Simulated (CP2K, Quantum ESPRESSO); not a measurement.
**Equation of state of rock-salt MgSe (space group 225): energy against volume (CP2K, PBE)**

```
MgSe
1.0
    3.79215     0.00000     0.00000
    1.89608     3.28410     0.00000
    1.89608     1.09470     3.09628
Mg Se
1 1
Cartesian
  0.00000   0.00000   0.00000
  3.79215   2.18940   1.54814
```

Method: PBE, GPW, DZVP-MOLOPT-SR-GTH basis, GTH-PBE potentials (GTH_POTENTIALS) (CP2K 2026.2). Settings: CUTOFF = 1300 Ry; REL_CUTOFF = 50 Ry; SMEAR/METHOD = FERMI_DIRAC; ELECTRONIC_TEMPERATURE = 116.05 K; KPOINTS/SCHEME = MONKHORST-PACK 10 10 10; GAMMA_CENTERED = T; XC_FUNCTIONAL = PBE; Mg/BASIS_SET = DZVP-MOLOPT-SR-GTH-q10; Mg/POTENTIAL = GTH-PBE-q10; Se/BASIS_SET = DZVP-MOLOPT-SR-GTH-q6; Se/POTENTIAL = GTH-PBE-q6; METHOD = GPW; EPS_DEFAULT = 1e-11; NGRIDS = 5; SCF_GUESS = ATOMIC; EPS_SCF = 1e-06. The cell above is the first row's. The rows scale it uniformly. In all rows fractional positions and the k mesh are held. E is the free energy at the stated smearing, counted from the lowest row.

```csv
V (Å^3/atom),E (meV/atom)
19.280,?
19.699,28.94
20.119,15.92
20.538,7.02
20.957,1.83
21.376,0.00
21.795,1.20
22.214,5.13
22.633,11.54
```

Taking the third-order Birch-Murnaghan form, a cubic in V^(-2/3) for E over the 8 complete rows: With u = V^(-2/3) - 0.131, the rows have u = 0.006100, 0.004185, 0.002340, 0.000557, -0.001168, -0.002837, -0.004454, -0.006021. Least squares gives E = 0.903 + 1384.5·u + 525006·u² + 262712·u³. Residuals (row less fit): -0.004, 0.009, -0.001, -0.007, -0.002, 0.005, 0.002, -0.002; standard error 0.007 (degrees of freedom: 4). Its minimum lies at u = -0.001320, so V0 = (0.129680)^(-3/2) = 21.41. There d²E/du² = 1048000 and d³E/du³ = 1576000, so B0 = (4/9) × 21.41^(-7/3) × 1048000 × 0.160218 = 58.6 GPa (the last factor turns the table's units into GPa), and B0' = 4 + (2/3) × 0.129680 × (1576000)/1048000 = 4.1. The program's pressures in the fitted runs (not shown) pass through zero at V = 21.41, 0.00 % from this V0.

Problem. Estimate the missing E (V = 19.280); what did the run itself give?

Solution. u = 0.008079, so E = 0.903 + 1384.5 × 0.008079 + 525006 × 0.008079² + 262712 × 0.008079³ = 46.494 meV/atom. The calculation gives 46.52 meV/atom, 0.026 meV/atom above the prediction (0.1 % of the range of E in the table). The row lies outside the fitted rows, so this is an extrapolation. From the scatter of the fitted rows alone, a prediction at this place has a standard error of 0.020 meV/atom, so the miss is 1.3 times that.

Carrying the step between the two nearest rows on in a straight line would have given 41.93, off by 4.59; series whose last step already gives the withheld value aren't shown. The scan was laid around a cell of about the measured size, scaled by a guess for this functional. This is one of several polymorphs. The runs keep the symmetry of the cell, so they don't test it for distortions. A plane-wave scan with the same functional (Quantum ESPRESSO, GBRV) gives V0 = 20.90 Å^3/atom and B0 = 60.7 GPa; a Birch-Murnaghan fit to all rows here lies 2.5 % from it in V0 and -4 % in B0; the two differ in basis, and may differ in potentials and mesh. Values carry the incompleteness of an atom-centred basis. Cutoffs and mesh are single choices, not tested for convergence of this quantity. Series with a scatter that would blur these digits, or in which a gap closes, are not shown. Nor are scans whose minimum lies at an end fitted in this form.
